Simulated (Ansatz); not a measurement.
**What biaxial strain +4.31 %, plane normal [001], relaxed out of plane does to Mg3Sb2**

Base system: Mg$_{3}$Sb$_{2}$ (space group P-3m1, No. 164; a = 4.596 Å, c = 7.272 Å). Axes: x lies along a and z along c of the hexagonal cell.

The change: biaxial strain +4.31 %, plane normal [001], relaxed out of plane (Cartesian); in-plane vectors clamped, the third vector and the atoms free.

Method: plane-wave PAW DFT at the PBE level (Ansatz, a quantum-chemistry and plane-wave program, 420 eV), no spin-orbit coupling, earlier PAW set. Γ-centred 12×12×7 mesh, Fermi–Dirac width 0.05 eV.

```csv
quantity,base,changed,shift
volume per atom,26.60 Å³,28.19 Å³,+1.59 Å³
space group,P-3m1 (No. 164),P-3m1 (No. 164),–
"pressure (mean of the normal stresses, compression positive)",0.0 GPa,-2.2 GPa,-2.2 GPa
band gap,0.15 eV,zero,–
out-of-plane strain (rough),–,-2.61 %,–
```

Final structure (turned so that z lies along the plane normal):

```xyz
5
Lattice="4.7940 0.0000 0.0000 2.3970 4.1517 0.0000 0.0000 0.0000 7.0820" Properties=species:S:1:pos:R:3 pbc="T T T"
Sb     2.3970     1.3839     1.6058
Sb     4.7940     2.7678     5.4762
Mg     0.0000     0.0000     0.0000
Mg     2.3970     1.3839     4.5346
Mg     4.7940     2.7678     2.5474
```

Cost of the whole job for the changed cell (relaxation, final SCF and bands): very roughly 2.0 core-minutes.

Without a gap, meshes like the base's 12×12×7 leave anisotropic stresses uncertain by several tenths of a GPa, and small strain energies with them. Spin-orbit coupling, missing from the scalar runs, can matter with Sb. Whether these cells are dynamically stable was not tested. The final runs are not spin-polarised. A zero or small gap of Mg3Sb2 can be the functional's error rather than a property of the material.
